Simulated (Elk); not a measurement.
Elk run on YTe (Fm-3m, 2 atoms in the cell): self-consistent single point.

Level of theory: PBEsol, all-electron FP-LAPW, Elk's shipped species files, APW+lo basis with extra local orbitals (Elk).

The change in words: lattice scaled by 0.98. Reference geometry:
```
CELL_PARAMETERS angstrom
      0.00000     3.08034     3.08034
      3.08034     0.00000     3.08034
      3.08034     3.08034     0.00000
ATOMIC_POSITIONS crystal
  Y  0.00000 0.00000 0.00000
  Te 0.50000 0.50000 0.50000
```

Reference input (self-consistent single point, DFT, PBEsol, all-electron FP-LAPW, Elk's shipped species files, APW+lo basis with extra local orbitals): xctype = 22; rgkmax = 7.5; swidth = 0.00367493 Ha; ngridk = 12 12 12; tforce = true; gmaxvr = 18 1/bohr; lmaxapw = 10; lmaxo = 8; nxlo = 2; lorbcnd = true; lradstp = 2; nrmtscf = 2. This run's input differs from it in these lines:

```diff
@@ -43,5 +43,5 @@
 avec
-    0.0000000000    5.8209989707    5.8209989707
-    5.8209989707    0.0000000000    5.8209989707
-    5.8209989707    5.8209989707    0.0000000000
+    0.0000000000    5.7045786134    5.7045786134
+    5.7045786134    0.0000000000    5.7045786134
+    5.7045786134    5.7045786134    0.0000000000
```

Log, with long lists cut:

```
│ Self-consistent loop started │
│ Loop number : 1 │
 total energy                :     -10186.3799308
│ Loop number : 2 │
 total energy                :     -10186.3360158
RMS change in Kohn-Sham potential (target) :   0.7052115210E-01 (  0.1000000000E-05)
Absolute change in total energy (target)   :   0.4391496304E-01 (  0.1000000000E-03)
│ Loop number : 3 │
 total energy                :     -10185.7997813
RMS change in Kohn-Sham potential (target) :   0.6588164073E-01 (  0.1000000000E-05)
Absolute change in total energy (target)   :   0.5472132427     (  0.1000000000E-03)
│ Loop number : 4 │
   [... lines left out ...]
Absolute change in total energy (target)   :   0.7601686975E-03 (  0.1000000000E-03)
│ Loop number : 13 │
 total energy                :     -10177.8948720
RMS change in Kohn-Sham potential (target) :   0.7345821641E-07 (  0.1000000000E-05)
Absolute change in total energy (target)   :   0.1859334461E-03 (  0.1000000000E-03)
│ Loop number : 14 │
 total energy                :     -10177.8948723
RMS change in Kohn-Sham potential (target) :   0.1824440632E-07 (  0.1000000000E-05)
Absolute change in total energy (target)   :   0.4617783998E-04 (  0.1000000000E-03)
Convergence targets achieved

│ Loop number : 15 │

Energies :
 Fermi                       :     0.332443411096
 total energy                :     -10177.8948732

Density of states at Fermi energy :    26.76828495
 (states/Hartree/unit cell)

Estimated indirect band gap :   0.3856188619E-02
 from k-point     51 to k-point      3
Estimated direct band gap   :   0.6789969478E-02
 at k-point     18

Charges :
 core                        :    64.00000000
 valence                     :    27.00000000
 interstitial                :    3.962661614
 muffin-tins (core leakage)
  species :    1 (Y)
   atom    1                 :    36.85977503     (  0.9042859524E-05)
  species :    2 (Te)
   atom    1                 :    50.17756336     (  0.4126427838E-03)
 total in muffin-tins        :    87.03733839
   [... lines left out ...]
   total force               :    -0.00000000   -0.00000000   -0.00000000
   total magnitude           :     0.00000000
 species :    2 (Te)
  atom :    1
   Hellmann-Feynman          :     0.00000000   -0.00000000    0.00000000
   IBS                       :    -0.00000000    0.00000000   -0.00000000
   total force               :     0.00000000    0.00000000    0.00000000
   total magnitude           :     0.00000000
```

The run converged in 15 iterations. The count includes the last loop, which Elk runs after its targets are met. Against the reference run the free energy goes down by 6.9 meV/atom.

The starting cell comes from a database of computed structures (which also holds hypothetical and non-ambient phases and stackings), without a prior relaxation at this level. For this run, on top of that: lattice scaled by 0.98. Spin-orbit coupling is off. Values depend on the basis (sphere radii, cutoffs, local orbitals), which need not be converged. The log's line on a gap gives a spacing of levels on this mesh, which the program prints for metals too.
